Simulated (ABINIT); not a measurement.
# Input and output of a self-consistent single point for CdS (F-43m, 2 atoms in the cell) (ABINIT)

Method of the run: PBE, PAW (JTH v2.0 PBE PAW) (plane waves; ABINIT 10.0.3).

Input as run:

```
# CdS, JTH v2.0 PBE PAW
pp_dirpath "./"
pseudos "Cd.GGA_PBE-JTH.xml, S.GGA_PBE-JTH.xml"
acell 4.0947846592 4.0947846592 4.0947846592 Angstrom
rprim
         0.0000000000    0.7071067812    0.7071067812
         0.7071067812    0.0000000000    0.7071067812
         0.7071067812    0.7071067812    0.0000000000
natom 2
ntypat 2
znucl 48 16
typat 1 2
xred
         0.0000000000    0.0000000000    0.0000000000
         0.2500000000    0.2500000000    0.2500000000
ecut 42 Ry
pawecutdg 84 Ry
pawxcdev 0
occopt 3
tsmear 0.02 eV
nband 14
kptopt 1
ngkpt 5 5 5
nshiftk 1
shiftk 0 0 0
nstep 100
tolvrs 1.0e-12
prtwf 0
prtden 0
prtvol 1
enunit 1
```

Output, abridged:

```
 Symmetries : space group F-4 3 m (#216); Bravais cF (face-center cubic)

 -outvars: echo values of preprocessed input variables --------
            acell      7.7380215790E+00  7.7380215790E+00  7.7380215790E+00 Bohr
             ecut      2.10000000E+01 Hartree
           enunit           1
              ixc     -101130
         kptrlatt        5    0    0      0    5    0      0    0    5
          kptrlen      3.86901079E+01
            natom           2
            nband          14
            ngfft          32      32      32
          ngfftdg          48      48      48
             nkpt          10
            nstep         100
             nsym          24
           ntypat           2
           occopt           3
        pawecutdg      4.20000000E+01 Hartree
         pawxcdev           0
            rprim      0.0000000000E+00  7.0710678120E-01  7.0710678120E-01
                       7.0710678120E-01  0.0000000000E+00  7.0710678120E-01
                       7.0710678120E-01  7.0710678120E-01  0.0000000000E+00
          spgroup         216
           tolvrs      1.00000000E-12
           tsmear      7.34986508E-04 Hartree
            typat      1  2
           useylm           1
             xred      0.0000000000E+00  0.0000000000E+00  0.0000000000E+00
                       2.5000000000E-01  2.5000000000E-01  2.5000000000E-01
            znucl       48.00000   16.00000

== DATASET  1 ==================================================================

 Real(R)+Recip(G) space primitive vectors, cartesian coordinates (Bohr,Bohr^-1):
 R(1)=  0.0000000  5.4716075  5.4716075  G(1)= -0.0913808  0.0913808  0.0913808
 R(2)=  5.4716075  0.0000000  5.4716075  G(2)=  0.0913808 -0.0913808  0.0913808
 R(3)=  5.4716075  5.4716075  0.0000000  G(3)=  0.0913808  0.0913808 -0.0913808
 Unit cell volume ucvol=  3.2762332E+02 bohr^3
 Angles (23,13,12)=  6.00000000E+01  6.00000000E+01  6.00000000E+01 degrees

 Coarse grid specifications (used for wave-functions):

 getcut: wavevector=  0.0000  0.0000  0.0000  ngfft=  32  32  32
         ecut(hartree)=     21.000   => boxcut(ratio)=   2.00468

 Fine grid specifications (used for densities):

 getcut: wavevector=  0.0000  0.0000  0.0000  ngfft=  48  48  48
         ecut(hartree)=     42.000   => boxcut(ratio)=   2.12629

   5.23237762E+02                                ecore*ucvol(ha*bohr**3)

_setup2: Arith. and geom. avg. npw (full set) are    1504.744    1504.711

--- !BeginCycle
solver: {iscf: 17, nstep: 100, nline: 4, wfoptalg: 10, }
tolerances: {tolvrs: 1.00E-12, }
...

     iter   Etot(hartree)      deltaE(h)  residm     nres2
 ETOT  1  -57.863674315709    -5.786E+01 1.112E-01 6.225E+00
 ETOT  2  -57.930840694046    -6.717E-02 1.151E-01 2.650E+02
 ETOT  3  -57.923145647472     7.695E-03 1.481E-01 8.983E-01
 ETOT  4  -57.921622965488     1.523E-03 9.723E-02 1.293E-01
 ETOT  5  -57.921624416380    -1.451E-06 2.239E-02 3.533E-02
 ETOT  6  -57.921735886611    -1.115E-04 1.947E-02 3.138E-02
   [... 11 lines left out ...]
 ETOT 18  -57.921629734205    -8.919E-11 2.727E-04 1.095E-10
 ETOT 19  -57.921629734230    -2.513E-11 2.442E-04 5.649E-11
 ETOT 20  -57.921629734238    -7.873E-12 1.092E-04 2.581E-12
 ETOT 21  -57.921629734241    -3.524E-12 9.371E-05 2.557E-12
 ETOT 22  -57.921629734242    -4.121E-13 4.247E-05 1.783E-13

 At SCF step   22       nres2   =  1.78E-13 < tolvrs=  1.00E-12 =>converged.

 Cartesian components of stress tensor (hartree/bohr^3)
  sigma(1 1)= -1.50577100E-04  sigma(3 2)=  0.00000000E+00
  sigma(2 2)= -1.50577100E-04  sigma(3 1)=  0.00000000E+00
  sigma(3 3)= -1.50577100E-04  sigma(2 1)=  0.00000000E+00

 ----iterations are completed or convergence reached----

 reduced coordinates (array xred) for    2 atoms
       0.000000000000      0.000000000000      0.000000000000
       0.250000000000      0.250000000000      0.250000000000
 cartesian forces (eV/Angstrom) at end:
    1     -0.00000000000000    -0.00000000000000     0.00000000000000
    2      0.00000000000000     0.00000000000000    -0.00000000000000
 frms,max,avg= 3.7856411E-29 5.9309598E-29   0.000E+00  0.000E+00  0.000E+00 e/A
 length scales=  7.738021579029  7.738021579029  7.738021579029 bohr
              =  4.094784659200  4.094784659200  4.094784659200 angstroms
 Fermi (or HOMO) energy (eV) =   4.47135   Average Vxc (eV)=  -9.02779
 Eigenvalues (   eV  ) for nkpt=  10  k points:
 kpt#   1, nband= 14, wtk=  0.00800, kpt=  0.0000  0.0000  0.0000 (reduced coord)
  -8.67472   -3.97910   -3.97910   -3.97910   -3.47059   -3.47059    3.83963    3.83963
   3.83963    5.00701   10.34382   10.34382   10.34382   15.26095
 prteigrs : prtvol=0 or 1, do not print more k-points.

--- !EnergyTerms
comment             : Components of total free energy in Hartree
kinetic             :  1.73063295346019E+01
hartree             :  1.41296640941751E+01
xc                  : -6.91283351346082E+00
Ewald energy        : -4.29834352880202E+01
psp_core            :  1.59707116133757E+00
local_psp           : -4.41143147489794E+01
spherical_terms     :  3.05588943830908E+00
internal            : -5.79216293220368E+01
'-kT*entropy'       : -1.63611987248179E-16
total_energy        : -5.79216293220368E+01
total_energy_eV     : -1.57612768927858E+03
...

-Cartesian components of stress tensor (GPa)         [Pressure=  4.4301E+00 GPa]
- sigma(1 1)= -4.43013048E+00  sigma(3 2)=  0.00000000E+00
- sigma(2 2)= -4.43013048E+00  sigma(3 1)=  0.00000000E+00
- sigma(3 3)= -4.43013048E+00  sigma(2 1)=  0.00000000E+00

 Calculation completed.
```

The run converged in 22 iterations.

The starting cell has typed, rounded lattice constants, without a prior relaxation at this level. Its lattice was rescaled by up to half a per cent. With a pressure of about 4 GPa the cell is away from its equilibrium volume at this level.

Cost on one core of a shared machine: roughly 40 s.
